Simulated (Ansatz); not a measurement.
An Ansatz (a quantum-chemistry and plane-wave program) input (PBEsol (Ansatz; PAW; 420 eV plane waves; no spin-orbit coupling)):

Ansatz 0.2 input:
```yaml
crystal:
  lattice:
    - [2.9705113879, 0, 0]
    - [0, 4.200937492, 0]
    - [0, 0, 23.4018749839]
  atoms:
    - { symbol: Ti, position: [0.5, 0.75, 0.3204871407] }
    - { symbol: Ni, position: [0, 0.25, 0.3204871407] }
    - { symbol: Ti, position: [0.5, 1.25, 0.4102435703] }
    - { symbol: Ni, position: [0, 0.75, 0.4102435703] }
    - { symbol: Ti, position: [0.5, 1.75, 0.5] }
    - { symbol: Ni, position: [0, 1.25, 0.5] }
    - { symbol: Ti, position: [0.5, 2.25, 0.5897564297] }
    - { symbol: Ni, position: [0, 1.75, 0.5897564297] }
    - { symbol: Ti, position: [0.5, 2.75, 0.6795128593] }
    - { symbol: Ni, position: [0, 2.25, 0.6795128593] }
basis: { ecutwfc: 420, ecutrho_ratio: 4, xc_grid: 2, fft_grid_basis: typed }
kpoints: { mp_grid: { grid: [16, 11, 1] } }
hamiltonian:
  xc: pbesol
  dispersion: none
  pseudopotentials: { kind: paw }
scf: { occupations: { method: fermi_dirac, width: 0.05 }, convergence: { dr2_threshold: 0.000000001 } }
relax: { f_tol: 0.01, max_steps: 50 }
output: { forces: true, stress: true }
checkpoint: { write: state.ck, write_every: 1000 }
```

**Question.** Which symmetry and how many k-points will the program report, and about how many plane waves at Γ?

**Answer.** Space group Pmmm (ITA 47) with 8 operations, k-points 54 of 176, and 5673 plane waves at Γ.

No phonon test of stability was made. All final runs are without spin polarisation. The cell was made from TiNi in the CsCl type structure (space group Pm-3m, No. 221; non-magnetic; a cell from a computed database, its experimental status unchecked) by this change: a free-standing slab of 5 layers (10 atoms, 2 a layer) is cut normal to [110], with 15 Å of vacuum and the in-plane cell held at bulk.
